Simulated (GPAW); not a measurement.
Band structure of YPd3 (Pm-3m, 4 atoms in the cell).

```xyz
4
Lattice="4.0999 0.0000 0.0000 0.0000 4.0999 0.0000 0.0000 0.0000 4.0999" Properties=species:S:1:pos:R:3 pbc="T T T"
Y      0.0000     0.0000     0.0000
Pd     2.0500     2.0500     0.0000
Pd     0.0000     2.0500     2.0500
Pd     2.0500     0.0000     2.0500
```

Method of the run: PBEsol, GPAW PAW datasets PBEsol (made by gpaw-setup) (plane waves; GPAW 25.7.0).

Settings: mode = pw; ecut = 600 eV; xc = PBEsol; kpts = 7 7 7; mesh shift (steps) = 0 0 0; occupations.name = methfessel-paxton; occupations.width = 0.272 eV; occupations.order = 0; nbands = -12; symmetry.symmorphic = false; symmetry.tolerance = 0.0005; maxiter = 100; bandpath_npoints = 40.

The starting cell comes from a database of computed structures (which also holds hypothetical and non-ambient phases and stackings), without a prior relaxation at this level. Spin polarisation is off.

Levels in eV from the Fermi level, bands 26 to 33:
```csv
point,26,27,28,29,30,31,32,33
Γ,-0.56,-0.11,-0.11,-0.11,3.42,3.42,3.42,3.55
X,-1.67,-1.64,-1.48,-0.91,-0.11,2.18,2.18,2.80
M,-1.84,-1.84,-1.63,-1.36,-0.82,1.91,1.91,2.97
R,-0.43,-0.43,-0.43,0.69,1.68,1.68,1.68,2.60
```

Bands cross the Fermi level along this path, so the cell is metallic at this level.
